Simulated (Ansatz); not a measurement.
## A computed series for MgS: response to strain

Start from MgS in the rock salt structure (space group Fm-3m, No. 225; a = 5.1820 Å). Axes: x, y, z lie along the cube axes.

Strains are applied to the cell and any free atomic positions relax.

Calculations: PBEsol (Ansatz, a quantum-chemistry and plane-wave program; PAW; 420 eV plane waves; no spin-orbit coupling).

Notes on the quantities. pressure: mean of the normal stresses, compression positive.

```tsv
case	electron mass	smallest direct gap	pressure
base	0.53 mₑ along k, 0.29 mₑ across (at X)	3.69 eV	0.00 GPa
uniaxial strain ε_zz = −3.00 %	0.51 mₑ along k, 0.30 mₑ across (at X)	3.89 eV	2.70 GPa
uniaxial strain ε_zz = −2.50 %	0.51 mₑ along k, 0.30 mₑ across (at X)	3.85 eV	2.20 GPa
uniaxial strain ε_zz = −0.50 %	0.52 mₑ along k, 0.29 mₑ across (at X)	3.72 eV	[?]
uniaxial strain ε_zz = +0.50 %	0.53 mₑ along k, 0.29 mₑ across (at X)	3.64 eV	-0.38 GPa
uniaxial strain ε_zz = +1.00 %	0.52 mₑ along k, 0.29 mₑ across (at X)	3.58 eV	-0.75 GPa
uniaxial strain ε_zz = +1.50 %	0.52 mₑ along k, 0.29 mₑ across (at X)	3.53 eV	-1.09 GPa
uniaxial strain ε_zz = +2.00 %	0.52 mₑ along k, 0.29 mₑ across (at X)	3.48 eV	-1.43 GPa
uniaxial strain ε_zz = +2.50 %	0.51 mₑ along k, 0.29 mₑ across (at X)	3.43 eV	-1.74 GPa
uniaxial strain ε_zz = +3.00 %	0.51 mₑ along k, 0.29 mₑ across (at X)	[?]	-2.04 GPa
```

### Question
Some entries are withheld; estimate them.

### Answer

- uniaxial strain ε_zz = −0.50 %, pressure: 0.40 GPa
- uniaxial strain ε_zz = +3.00 %, smallest direct gap: 3.38 eV

Effective masses come from finite differences of ±0.01 Å⁻¹. Along k means along the line from Γ to the band edge. No phonon test of stability was made.
